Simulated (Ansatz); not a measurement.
Base system: TiAl (space group P4/mmm, No. 123; a = 2.813 Å, c = 4.062 Å; relaxed with 0.1 eV smearing). Axes: x, y, z lie along a, b, c of the conventional cell.

Level of theory: Ansatz (a first-principles code), r2SCAN, PAW, cutoff 500 eV, no SOC.

It is then changed as follows: biaxial strain +3.00 %, plane normal [001], relaxed out of plane (Cartesian); in-plane vectors clamped, the third vector and the atoms free.

Question: What does the calculation give for the ratio −ε⊥/ε∥ and in-plane stress after the change?

Answer: The ratio −ε⊥/ε∥ amounts to 1.07; the mean in-plane stress (compression positive) comes out as -4.7 GPa.

Whether these cells are dynamically stable was not tested. All final runs are without spin polarisation.
